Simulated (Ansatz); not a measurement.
## What isotropic strain +0.50 % does to Mo

The parent structure is Mo in the bcc (W type) structure (space group Im-3m, No. 229; a = 3.112 Å; relaxed with 0.1 eV smearing).

It is then changed as follows: an isotropic linear strain of +0.50 %; the atoms relax in the strained cell.

Calculations: LDA in Ansatz (plane waves to 420 eV, PAW, no spin-orbit coupling). Settings: 30×30×30 k-points, 0.1 eV Fermi–Dirac smearing.

The volume per atom goes up by 0.23 Å³, from 15.06 Å³ to 15.29 Å³ and the space group is still Im-3m (No. 229). The shortest interatomic distance rises by 0.013 Å (2.695 Å → 2.708 Å) and the energy increases by 3.0 meV/atom. The band gap stays zero.

Cost of the whole job for the changed cell (relaxation, final SCF and bands): about 16 core-seconds (a rough figure).

No phonon test of stability was made. The final runs are not spin-polarised.

Ansatz is an electronic-structure program.
